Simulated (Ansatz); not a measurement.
## NiSe₂ (Pnnm, No. 58; cell taken from a computed entry)

All values below come from PBEsol in Ansatz (plane waves, PAW).

Numerical settings: plane-wave cutoff 520 eV, 12×10×16 k mesh (along the axes of the cell as run), Fermi–Dirac smearing 0.05 eV, no spin polarisation, scalar-relativistic PAW data made under PBE.

Cell: relaxed at this level.

```json
{
 "bulk_modulus": "110 GPa"
}
```

Note: the run has no spin polarisation, so it can have missed a magnetic state; the bulk modulus is −V dP/dV from two relaxed cells at ±2 % in volume; the relaxation could not lower the start's symmetry, so the cell can be a saddle point above a distorted one.

Computed values are for the static lattice.

Ansatz is a program for electronic structure.
